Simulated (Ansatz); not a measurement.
The structure below was relaxed with plane-wave PAW DFT at the r2SCAN level (Ansatz, an electronic-structure program, 500 eV), without spin-orbit coupling.

```
CELL_PARAMETERS angstrom
      7.06736     0.00000     0.00000
      0.00000     7.06736     0.00000
      0.00000     0.00000     7.06736
ATOMIC_POSITIONS crystal
  I  0.50000 0.00000 0.50000
  Te 0.00000 0.00000 0.00000
  I  0.50000 0.50000 0.00000
  I  0.00000 0.50000 0.50000
  Cd 0.76325 0.23675 0.76325
  Cd 0.23675 0.23675 0.23675
  Cd 0.76325 0.76325 0.23675
  Cd 0.23675 0.76325 0.76325
```

Q: Find the space group and the Wyckoff positions.

A: Space group P-43m (No. 215); a = b = c = 7.067 Å, α = β = γ = 90.00°

```csv
atom,site,symmetry,x,y,z
I,3c,-42.m,0.0000,0.5000,0.5000
Te,1a,-43m,0.0000,0.0000,0.0000
Cd,4e,.3m,0.2368,0.2368,0.2368
```

Q: Describe the coordination.

A: The crystal has 8 atoms in its conventional cell. Lattice parameters: a = b = c = 7.067 Å, α = β = γ = 90.00°. I sees 4 Cd at 3.118 Å (tetrahedral). Te sees 4 Cd at 2.898 Å (tetrahedral). Cd has 1 Te at 2.898 Å and 3 I at 3.118 Å (tetrahedral). (Neighbours: up to the widest gap in distance over summed covalent radii, below 1.35, at either atom; cation-cation and far metal-metal contacts left out.)

These are small ordered cells, not random alloys; other orderings at the same x differ. Stability against distortions was not tested. The final runs are not spin-polarised. An odd electron count without spin: Cd4TeI3. The cell was made from CdTe by this change: x(I) = 0.75, 8 atoms, P-43m.
